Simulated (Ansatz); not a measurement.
Consider CdSe in the wurtzite structure (space group P6_3mc, No. 186; a = 4.302 Å, c = 7.021 Å).

All numbers come from Ansatz (a first-principles code) PBEsol, scalar-relativistic without spin-orbit coupling.

For the base:

| Property | Result |
|---|---|
| Space group | P6_3mc (No. 186) |
| Volume per atom | 28.13 Å³ |

Perturbation: every Se is replaced by Pb, then cell and atoms are relaxed.

Tabulated Pauling electronegativity and covalent radius: Se 2.55, 1.20 Å; Pb 2.33, 1.46 Å.

Task: Predict the new space group.

Result: The space group becomes P6_3/mmc (No. 194) (base: P6_3mc (No. 186)).

Task: Predict the new volume per atom.

Result: The volume per atom rises by 5.48 Å³, from 28.13 Å³ to 33.61 Å³.

Whether these cells are dynamically stable was not tested. As relaxed here, CdPb is a hypothetical phase, not in the database extracts checked.
